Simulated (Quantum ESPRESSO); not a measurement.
**Short convergence ladders for VH₂ (I4mm, 3 atoms in the cell)**

```xyz
3
Lattice="1.4877 -1.4877 2.1039 1.4877 1.4877 2.1039 -1.4877 -1.4877 2.1039" Properties=species:S:1:pos:R:3 pbc="T T T"
V      0.0354    -0.0354     0.0000
H      0.0000    -4.4630     3.1558
H      0.0000    -1.4877     1.0519
```

Base method: PBEsol, PseudoDojo standard norm-conserving (PBESOL) pseudopotentials (plane waves; Quantum ESPRESSO).

Base settings: ecutwfc = 85 Ry; occupations = smearing; smearing = gaussian; degauss = 0.0073499 Ry; potentials = {V: V.upf, H: H.upf}; K_POINTS = automatic 9 9 9 0 0 0; conv_thr = 1e-09 Ry; mixing_beta = 0.7.

The count of work is k-points × plane waves × bands × iterations; it is no time. Core times come from one kind of shared machine, to one figure; runs under 30 s give none.

**The k-point mesh at a smearing width of 0.02 eV**

In this ladder: degauss = 0.00147 Ry.

Only quantities that move along the ladder and can be compared are tabulated.

```tsv
K_POINTS	free energy less the last step's (meV/atom)	pressure (GPa)	largest difference of a force vector from the last step's (eV/Å)	count of work / last	core time / last (rough)
automatic 5 5 5 0 0 0	18.71	-4.90	0.013	0.031	–
automatic 7 7 7 0 0 0	0.86	-5.47	0.001	0.074	–
automatic 10 10 10 0 0 0	-2.02	-5.54	0.001	0.20	0.2
automatic 15 15 15 0 0 0	0.12	-5.47	0.001	0.59	0.6
automatic 18 18 18 0 0 0	0.00	-5.47	0.000	1.0	1
```

Coarsest K_POINTS that holds the pressure within 0.1 GPa of the last step, with all finer ones: automatic 7 7 7 0 0 0, at 0.074 of the last step's count of work; the step before is off by 0.58 GPa.

Coarsest K_POINTS that holds the forces within 0.005 eV/Å of the last step, with all finer ones: automatic 7 7 7 0 0 0, at 0.074 of the last step's count of work; the step before is off by 0.013 eV/Å.

Coarsest K_POINTS that holds the free energy within 5 meV/atom of the last step, with all finer ones: automatic 7 7 7 0 0 0, at 0.074 of the last step's count of work; the step before is off by 19 meV/atom.

**The mesh under tetrahedron occupations**

In this ladder: occupations = tetrahedra_opt; smearing = default; degauss = default.

Only quantities that move along the ladder and can be compared are tabulated.

```csv
K_POINTS,free energy less the last step's (meV/atom),pressure (GPa),largest difference of a force vector from the last step's (eV/Å),count of work / last,core time / last (rough)
automatic 6 6 6 0 0 0,6.36,-5.23,0.008,0.021,–
automatic 9 9 9 0 0 0,3.37,-5.37,0.003,0.057,0.08
automatic 13 13 13 0 0 0,1.04,-5.44,0.001,0.16,0.1
automatic 20 20 20 0 0 0,0.17,-5.47,0.000,0.53,0.5
automatic 25 25 25 0 0 0,0.00,-5.48,0.000,1.0,1
```

Coarsest K_POINTS that holds the free energy within 2 meV/atom of the last step, with all finer ones: automatic 13 13 13 0 0 0, at 0.16 of the last step's count of work and about 0.1 of the last step's time; the step before is off by 3.4 meV/atom.

Coarsest K_POINTS that holds the pressure within 0.2 GPa of the last step, with all finer ones: automatic 9 9 9 0 0 0, at 0.057 of the last step's count of work and about 0.08 of the last step's time; the step before is off by 0.24 GPa.

Coarsest K_POINTS that holds the forces within 0.005 eV/Å of the last step, with all finer ones: automatic 9 9 9 0 0 0, at 0.057 of the last step's count of work and about 0.08 of the last step's time; the step before is off by 0.008 eV/Å.

On the base run: the starting cell comes from a database of computed structures (which also holds hypothetical and non-ambient phases and stackings), without a prior relaxation at this level. Its lattice was rescaled by up to half a per cent. One atom was moved a little off its site on purpose. Spin polarisation is off. In the base run, with a pressure of about -5 GPa the cell is away from its equilibrium volume at this level.
